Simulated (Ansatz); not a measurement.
Take CsBr in the zinc blende structure (space group F-43m, No. 216; a = 8.193 Å; a hypothetical phase, not in the database extracts checked) as the base.

(Cell as relaxed with PBE.)

Levels (all Ansatz, an electronic-structure program, PAW): PBE (420 eV, no spin-orbit coupling); PBEsol (420 eV, spin-orbit coupling left out).

Each level relaxes its own structure.

```tsv
base	PBE	PBEsol
volume per atom	68.74 Å³	64.41 Å³
lattice parameter a	8.193 Å	8.017 Å
band gap	3.97 eV	4.10 eV
```

Modification: an isotropic linear strain of −3.83 %, atoms relaxed at fixed cell.

```csv
quantity,PBE,PBEsol
electron mass,0.49 mₑ (at Γ),0.47 mₑ (at Γ)
energy relative to the base (free energy F),+23 meV/atom,+25 meV/atom
band gap,4.10 eV,4.19 eV
pressure,1.08 GPa,1.25 GPa
```

PBE's energy relative to the base lies 1.8 meV/atom below PBEsol's; PBE's band gap lies 0.09 eV below PBEsol's; PBE's pressure lies 0.17 GPa below PBEsol's. Neither level is exact; PBEsol is the comparison here, not a measurement.

Effective masses come from finite differences of ±0.01 Å⁻¹. Stability against distortions was not tested.
